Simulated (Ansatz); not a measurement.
## Be2C, response to strain

Start from Be₂C (space group Fm-3m, No. 225).

```xyz
3
Lattice="0.0000 2.1553 2.1553 2.1553 0.0000 2.1553 2.1553 2.1553 0.0000" Properties=species:S:1:pos:R:3 pbc="T T T"
Be     1.0777     1.0777     1.0777
Be     3.2330     3.2330     3.2330
C      0.0000     0.0000     0.0000
```

Cartesian axes are those of the cell as printed.

Strains are applied to the cell and any free atomic positions relax.

Level of theory: PBEsol (Ansatz, a program for electronic structure; PAW; 420 eV plane waves; scalar-relativistic without spin-orbit coupling).

Candidates:
(a) uniaxial strain ε_zz = +3.00 %
(b) uniaxial strain ε_zz = +1.50 %
(c) uniaxial strain ε_zz = +2.00 %
(d) uniaxial strain ε_zz = −2.00 %

Before the change:

The band gap is 1.08 eV.

Q: Order them by band gap, lowest first.

A: (d) uniaxial strain ε_zz = −2.00 % (0.79 eV), (a) uniaxial strain ε_zz = +3.00 % (0.85 eV), (c) uniaxial strain ε_zz = +2.00 % (0.92 eV), (b) uniaxial strain ε_zz = +1.50 % (0.96 eV)

Whether these cells are dynamically stable was not tested.
